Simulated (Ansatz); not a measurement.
The starting structures come from a database of crystals and need not be the phases stable at ambient conditions.

 Where the default PAW files enter, the runs use the earlier of Ansatz's two default sets.

Inside the gap of an insulator the Bloch states are evanescent, with a wavenumber k + iκ along the transport direction.

Data:

```xyz
16
Lattice="3.9435 0.0000 0.0000 0.0000 7.7811 0.0000 0.0133 0.0000 7.7655" Properties=species:S:1:pos:R:3 pbc="T T T"
W      0.2162     5.5694     1.9785
W      3.7406     2.2117     5.7870
W      3.7340     1.6788     1.9043
W      0.2229     6.1022     5.8613
O      0.0143     0.1042     5.8298
O      3.9426     7.6769     1.9357
O      3.9493     3.9947     5.8185
O      0.0076     3.7864     1.9471
O      3.9453     1.9484     3.8706
O      0.0115     5.8327     3.8950
O      0.0049     5.8389     0.0122
O      3.9520     1.9422     7.7533
O      1.9570     2.0998     5.8186
O      1.9998     5.6813     1.9470
O      2.0065     5.9903     5.8297
O      1.9504     1.7907     1.9358
```

Space group of this cell: P2_1/c. The cell is strained (lengths along the current scaled by 1.03, ions clamped); by PBEsol its mean pressure is -12.6 GPa.

Transport runs along the normal of the first two printed cell vectors.

The gap is the functional's own, uncorrected, and κ follows it; spin-orbit coupling is left out. Mid-gap values are interpolated between the computed energies.

Task: Estimate the band gap and the smallest decay constant κ at mid-gap that PBEsol in Ansatz (a quantum-chemistry and plane-wave program) returns for this system.

Result: Gap 1.25 eV on a 8×4×4 mesh; κ = 0.166 1/Å, at the zone centre.
